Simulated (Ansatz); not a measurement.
## Effect of isotropic strain −3.00 % on Ru

Start from Ru in the hcp (Mg type) structure (space group P6_3/mmc, No. 194; a = 2.704 Å, c = 4.263 Å; relaxed with 0.1 eV smearing).

Modification: every lattice vector is shortened by 3.00 %; the atoms relax in the strained cell.

The values are results of r2SCAN/PAW in Ansatz (a program for electronic structure), spin-orbit coupling left out, not measurements. Settings: 24×24×14 k-points, 0.1 eV Fermi–Dirac smearing.

Volume per atom: 12.32 Å³ (base 13.50 Å³)
Space group: P6_3/mmc (No. 194) (base P6_3/mmc (No. 194))
Shortest interatomic distance: 2.563 Å (base 2.642 Å)
Energy relative to the base (free energy F): +129 meV/atom
Pressure (mean of the normal stresses, compression positive): 38.4 GPa (base 0.0 GPa)
Band gap: zero (base zero)

Final structure:

```yaml
crystal:
  lattice:
    - [2.62316, 0.00000, 0.00000]
    - [-1.31158, 2.27172, 0.00000]
    - [0.00000, 0.00000, 4.13502]
  atoms:
    - { symbol: Ru, position: [0.66667, 0.33333, 0.75000] }
    - { symbol: Ru, position: [0.33333, 0.66667, 0.25000] }
```

Whether these cells are dynamically stable was not tested. The final runs are not spin-polarised.
